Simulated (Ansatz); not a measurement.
The parent structure is ZnS in the zinc blende structure (space group F-43m, No. 216; a = 5.2968 Å). Axes: x, y, z lie along the cube axes.

Level of theory: Kohn–Sham DFT with the LDA functional, run in Ansatz (a quantum-chemistry and plane-wave program) with PAW and 420 eV plane waves, no spin-orbit coupling.

Strains are applied to the cell and any free atomic positions relax.

One change was made to it. Results:

```tsv
quantity	base	after
valley order (the lowest conduction-band minima on the path, energy above the VBM, named in the base's zone)	Γ 2.13 eV; X along ⟨100⟩ 3.05 eV; L along ⟨111⟩ 3.20 eV	Γ 2.01 eV; X along [001] 2.85 eV; X along [010] 2.95 eV; L along [1-1-1] 2.96 eV
energy relative to the base (free energy F)	0 meV/atom	+3.5 meV/atom
```

Q: Name the change that was made.
A. tensor shear ε_xy = +2.00 %
B. tensor shear ε_xy = +1.71 %
C. tensor shear ε_xy = +0.29 %

A: B, tensor shear ε_xy = +1.71 %. For comparison, the valley order in the other runs: tensor shear ε_xy = +0.29 % gives Γ 2.11 eV; X along [001] 3.03 eV; X along [010] 3.03 eV; L along [1-11] 3.16 eV; tensor shear ε_xy = +2.00 % gives Γ 1.98 eV; X along [001] 2.80 eV; L along [1-1-1] 2.92 eV; X along [010] 2.93 eV.

The levels and masses belong to the bands next to the band gap. Stability against distortions was not tested.
